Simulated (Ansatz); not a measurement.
What isotropic strain +0.50 % does to AgCl

Base system: AgCl in the rock salt structure (space group Fm-3m, No. 225; a = 5.611 Å).

Perturbation: an isotropic linear strain of +0.50 %; the atoms relax in the strained cell.

Method: PBE, PAW, 420 eV (Ansatz, a program for electronic structure; spin-orbit coupling left out). k-mesh 10×10×10 (Γ-centred); smearing 0.05 eV (Fermi–Dirac).

```json
[
 {"quantity": "space group", "base": "Fm-3m (No. 225)", "changed": "Fm-3m (No. 225)", "shift": "–"},
 {"quantity": "shortest interatomic distance", "base": "2.806 Å", "changed": "2.820 Å", "shift": "+0.014 Å"},
 {"quantity": "energy relative to the base (free energy F)", "base": "0 meV/atom", "changed": "+0.6 meV/atom", "shift": "+0.6 meV/atom"},
 {"quantity": "pressure", "base": "0.00 GPa", "changed": "-0.60 GPa", "shift": "-0.60 GPa"},
 {"quantity": "band gap", "base": "0.92 eV", "changed": "0.93 eV", "shift": "+0.01 eV"},
 {"quantity": "gap character", "base": "indirect, L → Γ", "changed": "indirect, L → Γ", "shift": "–"},
 {"quantity": "width of the top valence band", "base": "2.17 eV", "changed": "2.11 eV", "shift": "-0.06 eV"},
 {"quantity": "electron mass", "base": "0.27 mₑ (at Γ)", "changed": "0.27 mₑ (at Γ)", "shift": "–"}
]
```

Masses are band curvatures over ±0.01 Å⁻¹ around the edge. Stability against distortions was not tested.
